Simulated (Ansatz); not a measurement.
Take Ti in the hcp (Mg type) structure (space group P6_3/mmc, No. 194; a = 2.9364 Å, c = 4.6402 Å; relaxed with 0.1 eV smearing) as the base.

Calculations: r2SCAN/PAW in Ansatz (an electronic-structure program), scalar-relativistic without spin-orbit coupling.

Before the change:

```
Property    Value
--------  -------
Pressure  0.0 GPa
Band gap     zero
```

It is then changed as follows: every lattice vector is shortened by 2.00 %; the atoms relax in the strained cell.

**Question.** What happens to the pressure?

**Answer.** The pressure (mean of the normal stresses, compression positive) goes from zero to 7.8 GPa.

**Question.** Predict the new energy relative to the base.

**Answer.** The energy rises by 24 meV/atom.

**Question.** What does the calculation give for the band gap after the change?

**Answer.** The band gap stays zero.

Stability against distortions was not tested. The final runs are not spin-polarised.
